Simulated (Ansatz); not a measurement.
**ZrO2 under a change: O → C**

Start from ZrO2 in the fluorite structure (space group Fm-3m, No. 225; a = 5.089 Å).

Modification: every O is replaced by C, then cell and atoms are relaxed.

Method: DFT with r2SCAN, PAW potentials and a 500 eV plane-wave cutoff in Ansatz (an electronic-structure program), spin-orbit coupling left out. Settings: 15×15×15 k-points, 0.05 eV Fermi–Dirac smearing, for the changed cell.

```json
[
 {"quantity": "volume per atom", "base": "10.98 Å³", "changed": "12.72 Å³", "shift": "+1.74 Å³"},
 {"quantity": "space group", "base": "Fm-3m (No. 225)", "changed": "Fm-3m (No. 225)", "shift": "–"},
 {"quantity": "band gap", "base": "3.89 eV", "changed": "zero", "shift": "–"}
]
```

Stability against distortions was not tested. As relaxed here, ZrC2 is a hypothetical phase, not in the database extracts checked. The final runs are not spin-polarised. This is not the structure that ZrO2 has at room temperature and ambient pressure.
